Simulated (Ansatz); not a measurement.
A self-consistent single point of CaGa (Cm, 4 atoms in the cell) with Ansatz (a program for electronic structure).

Method: PBEsol, default PAW files made with PBE (plane waves; Ansatz).

```
CaGa
1.0
    2.11838    -5.64932     0.00000
    2.11838     5.64932     0.00000
    0.00000     0.00000     4.31520
Ca Ga
2 2
Cartesian
  2.11838   1.63084   3.28640
  2.11838  -1.63084   1.07880
  2.11838   4.91502   3.23640
  2.11838  -4.91502   1.07880
```

Reference input (self-consistent single point, DFT, PBEsol, plane waves, default PAW files made with PBE): basis.ecutwfc = 420 eV; kpoints.mp_grid.grid = 6 6 6; hamiltonian.xc = pbesol; hamiltonian.pseudopotentials = {kind: paw} (the program's default PAW files); scf.occupations.method = gaussian; scf.occupations.width = 0.1 eV. This run's input differs from it in these lines:

Ansatz 0.2 input:
```diff
@@ -14,3 +14,3 @@
   mp_grid:
-    grid: [6, 6, 6]
+    grid: [5, 5, 5]
 hamiltonian:
@@ -22,3 +22,3 @@
     method: gaussian
-    width: 0.1
+    width: 0.05
 output:
```

Output, abridged:

```
SCF iter   1: F=—  HF=-11075.792436 eV  |F-HF|=—  |Δ(HF+E_count)|=         —  Δρ=3.09e-3  dr2=1.05e-2  ethr=1.77e-3  ⟨swp⟩=9.2  Hψ=5709  notcnv=0
all-band conjugate gradients solve this SCF's bands
preconditioner: auto → Resta (q_TF=auto, 2.384 Å⁻¹)
SCF iter   2: F=—  HF=-11075.790082 eV  |F-HF|=—  |Δ(HF+E_count)|=   2.35e-3  Δρ=1.22e-3  dr2=1.82e-3  ethr=2.29e-5  ⟨swp⟩=3.0  Hψ=2450  notcnv=0  defer=32
   [... lines left out ...]
SCF iter   4: F=—  HF=-11075.789666 eV  |F-HF|=—  |Δ(HF+E_count)|=   3.99e-5  Δρ=1.61e-4  dr2=2.90e-5  ethr=4.33e-7  ⟨swp⟩=2.0  Hψ=1630  notcnv=0  defer=32
SCF iter   5: F=—  HF=-11075.789671 eV  |F-HF|=—  |Δ(HF+E_count)|=   5.09e-6  Δρ=3.31e-5  dr2=1.42e-6  ethr=6.31e-8  ⟨swp⟩=2.0  Hψ=1637  notcnv=0  defer=32
SCF iter   6: F=—  HF=-11075.789671 eV  |F-HF|=—  |Δ(HF+E_count)|=   1.24e-7  Δρ=9.51e-6  dr2=1.05e-7  ethr=3.09e-9  ⟨swp⟩=2.0  Hψ=1228  notcnv=0  defer=32
SCF iter   7: F=-11075.789671 eV  HF=-11075.789671 eV  |F-HF|=8.91e-11  |Δ(HF+E_count)|=   2.00e-8  Δρ=1.62e-6  dr2=2.38e-9  ethr=2.17e-10  ⟨swp⟩=7.8  Hψ=4212  notcnv=0
SCF 1 converged in 7 iterations: F = -11075.789671 eV  dr2 = 2.38e-9
Free energy (F): -11075.789671 eV
Internal energy: -11075.788407 eV  (E = F + TS)
E sigma→0 (E₀):  -11075.789039 eV
Entropy (-TS):   -0.001265 eV (-0.316 meV/atom)
Fermi energy:    7.365388 eV
--- Forces (eV/Å), atoms counted from 1 ---
  atom   1  Ca    -0.00000000     0.08496885    -0.14602656
  atom   2  Ca     0.00000000    -0.08238752     0.04986124
  atom   3  Ga     0.00000000    -0.14900467    -0.01050012
  atom   4  Ga    -0.00000000     0.14642082     0.10666313
--- Stress (GPa, compression-positive) ---
       -2.068547       0.000000      -0.000000
        0.000000       0.158322      -0.039834
       -0.000000      -0.039834      -0.225472
  P = ⅓ Tr σ = -0.7119 GPa (-7.119 kbar)
  The stress holds the Pulay correction. Without it, at fixed plane waves, as pw.x and ABINIT print it: P = -0.7247 GPa
```

The run converged in 7 iterations. Against the reference run the free energy falls by 1.1 meV/atom, the pressure stays near -0.71 GPa while the xx stress (positive for compression) goes from -1.36 to -2.07 GPa and the largest force goes from 0.152 to 0.181 eV/Å.

The starting cell comes from a database of computed structures (which also holds hypothetical and non-ambient phases and stackings), without a prior relaxation at this level. Its lattice was rescaled by up to half a per cent. One atom was moved a little off its site on purpose. Ansatz's pressure includes its estimate of the finite-basis (Pulay) stress.
